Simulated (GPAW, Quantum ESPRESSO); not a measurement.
A Quantum ESPRESSO input for a self-consistent single point of CuO (Cccm, 4 atoms in the cell) (DFT, LDA (PZ), plane waves, GBRV 1.5 ultrasoft (LDA) pseudopotentials):

```fortran
&CONTROL
 calculation = 'scf',
 prefix = 'run',
 outdir = './tmp',
 pseudo_dir = './',
 verbosity = 'high',
 tprnfor = .true.,
 tstress = .true.,
/
&SYSTEM
 ibrav = 9,
 celldm(1) = 7.4374895950,
 celldm(2) = 1.081658641936,
 celldm(3) = 1.294828431684,
 nat = 4,
 ntyp = 2,
 ecutwfc = 50,
 ecutrho = 400,
 occupations = 'smearing',
 smearing = 'gauss',
 degauss = 0.0099958,
/
&ELECTRONS
 conv_thr = 1.0d-10,
/
ATOMIC_SPECIES
Cu    63.5460  cu_lda_v1.2.uspp.F.UPF
O     15.9990  o_lda_v1.2.uspp.F.UPF
ATOMIC_POSITIONS {angstrom}
Cu   -0.9839375000    1.0642845000    0.0000000000
Cu   -0.9839375000   -1.0642845000   -2.5480605000
O    -1.9678750000    0.0000000000   -1.2740302500
O    -1.9678750000    0.0000000000   -3.8220907500
K_POINTS {automatic}
12 12 7  0 0 0
```

Q: Translate this input to GPAW.

A: This is the input that was run; spellings and numerical settings could be chosen otherwise.

```python
from ase import Atoms
from ase.units import GPa
from gpaw import GPAW, PW

atoms = Atoms(['Cu', 'Cu', 'O', 'O'],
              cell=[[1.967875, -2.128569, 0.000000],
                    [1.967875, 2.128569, 0.000000],
                    [0.000000, 0.000000, 5.096121]],
              positions=[[0.983938, 1.064285, 0.000000],
                         [0.983938, -1.064285, 2.548061],
                         [1.967875, 0.000000, 1.274030],
                         [1.967875, 0.000000, 3.822091]],
              pbc=True)

calc = GPAW(mode=PW(950),
            xc='LDA',
            kpts={'size': (12, 12, 7), 'gamma': True},
            occupations={'name': 'methfessel-paxton', 'width': 0.136, 'order': 0},
            nbands=-12,
            convergence={'density': 1e-05},
            symmetry={'symmorphic': False, 'tolerance': 0.0005},
            maxiter=120)

atoms.calc = calc

energy = atoms.get_potential_energy()
print('Energy (eV):', round(energy, 6))
forces = atoms.get_forces()
print('Forces (eV/Ang):')
print(forces.round(5))
stress = atoms.get_stress()
print('Stress (GPa, Voigt):', (stress / GPa).round(4))
```

Basis settings and potentials, where a program has them, do not carry over. This input uses DFT LDA (Perdew-Wang 92), plane waves, GPAW PAW datasets LDA (gpaw-data 1.0.1). LDA parametrisations can differ slightly between programs.

The starting cell comes from a database of computed structures (which also holds hypothetical and non-ambient phases and stackings), without a prior relaxation at this level. Its lattice was rescaled by a random factor within 2.5 % of one.
